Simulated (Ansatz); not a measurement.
Take CdSe in the wurtzite structure (space group P6_3mc, No. 186) as the base.

```
CELL_PARAMETERS angstrom
      4.24755     0.00000     0.00000
     -2.12377     3.67848     0.00000
      0.00000     0.00000     6.94096
ATOMIC_POSITIONS crystal
  Cd 0.33333 0.66667 0.00031
  Cd 0.66667 0.33333 0.50031
  Se 0.33333 0.66667 0.37569
  Se 0.66667 0.33333 0.87569
```

Calculations: Ansatz (a quantum-chemistry and plane-wave program), LDA, PAW, cutoff 420 eV, no SOC.

For the base:

- Valence-band top at Γ: 0.00, 0.00, -0.07 eV
- Pressure: 0.0 kbar
- Band gap: 0.46 eV

Now apply this change: the cell is scaled by 0.9820 in all directions, atoms relaxed at fixed cell.

Predict the new valence-band top at Γ.

The valence-band top at Γ (three highest levels, from the VBM) changes from 0.00, 0.00, -0.07 eV to 0.00, 0.00, -0.08 eV.

How does this affect the pressure?

The pressure (mean of the normal stresses, compression positive) goes from zero to 35.7 kbar.

What happens to the band gap?

The band gap goes up by 0.115 eV to 0.58 eV.

The cells carry an imposed strain or load. No phonon test of stability was made.
